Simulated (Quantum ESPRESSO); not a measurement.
# Parameter sweep on La4As3 (I-43d, 14 atoms in the cell)

```
La4As3
1.0
   -4.51362     4.51362     4.51362
    4.51362    -4.51362     4.51362
    4.51362     4.51362    -4.51362
La As
8 6
Direct
  0.36508   0.50000   0.00000
  0.50000   0.00000   0.86508
  0.00000   0.36508   0.50000
  0.63492   0.63492   0.63492
  0.13492   0.13492   0.13492
  0.00000   0.86508   0.50000
  0.50000   0.00000   0.36508
  0.86508   0.50000   0.00000
  0.87500   0.12500   0.75000
  0.62500   0.37500   0.25000
  0.75000   0.87500   0.12500
  0.25000   0.62500   0.37500
  0.12500   0.75000   0.87500
  0.37500   0.25000   0.62500
```

Base run A: LDA (PZ), GBRV 1.5 ultrasoft (LDA) pseudopotentials (Quantum ESPRESSO), self-consistent single point.

Its settings: ecutwfc = 40 Ry; ecutrho = 200 Ry; occupations = smearing; smearing = mp; degauss = 0.0073499 Ry; potentials = {La: la_lda_v1.uspp.F.UPF, As: as_lda_v1.uspp.F.UPF}; K_POINTS = automatic 7 7 7 0 0 0; conv_thr = 1e-11 Ry; mixing_beta = 0.7.

The starting cell comes from a database of computed structures (which also holds hypothetical and non-ambient phases and stackings), without a prior relaxation at this level. Its lattice was rescaled by a random factor within 2.5 % of one.

ΔF is the free energy per atom less that of run A. 

```
run                                   change  ΔF (meV/atom)  pressure (GPa)  largest force (eV/Å)  iterations
---  ---------------------------------------  -------------  --------------  --------------------  ----------
A                                       base           0.00            0.03                 0.151          19
B    diagonalization: default → rmm-davidson           0.00            0.03                 0.151          30
C        diagonalization: default → rmm-paro           0.00            0.03                 0.151          20
D              diago_david_ndim: default → 3           0.00            0.03                 0.151          11
E              diago_david_ndim: default → 4           0.00            0.03                 0.151          11
F             diago_full_acc: default → true           0.00            0.03                 0.151          17
```

Runs B, C, D, E, F ended on the same solution as A (within 1 meV/atom). The fewest iterations to that state were 11 (D, E); the most were 30.
